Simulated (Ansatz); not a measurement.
# Cd under a change: uniaxial strain ε_zz = −2.50 %

Take Cd in the hcp (Mg type) structure (space group P6_3/mmc, No. 194; a = 3.0294 Å, c = 5.7589 Å; relaxed with 0.1 eV smearing) as the base. Axes: x lies along a and z along c of the hexagonal cell.

Perturbation: uniaxial strain ε_zz = −2.50 %, all other strain components held at zero; the atoms relax in the strained cell.

Calculations: DFT with PBE, PAW potentials and a 420 eV plane-wave cutoff in Ansatz (an electronic-structure program), scalar-relativistic without spin-orbit coupling. Γ-centred 22×22×10 mesh, Fermi–Dirac width 0.1 eV.

```json
[
 {"quantity": "volume per atom", "base": "22.89 Å³", "changed": "22.31 Å³", "shift": "-0.572 Å³"},
 {"quantity": "energy relative to the base (free energy F)", "base": "0 meV/atom", "changed": "+1.9 meV/atom", "shift": "+1.9 meV/atom"},
 {"quantity": "pressure (mean of the normal stresses, compression positive)", "base": "0.0 GPa", "changed": "0.9 GPa", "shift": "+0.9 GPa"},
 {"quantity": "band gap", "base": "zero", "changed": "zero", "shift": "–"},
 {"quantity": "stress (xx, yy, zz, yz, xz, xy; compression positive)", "base": "–", "changed": "(0.8, 0.8, 1.1, 0.0, 0.0, 0.0) GPa", "shift": "–"}
]
```

Cost of the whole job for the changed cell (relaxation, final SCF and bands): around 25 core-seconds (rough).

Stability against distortions was not tested.
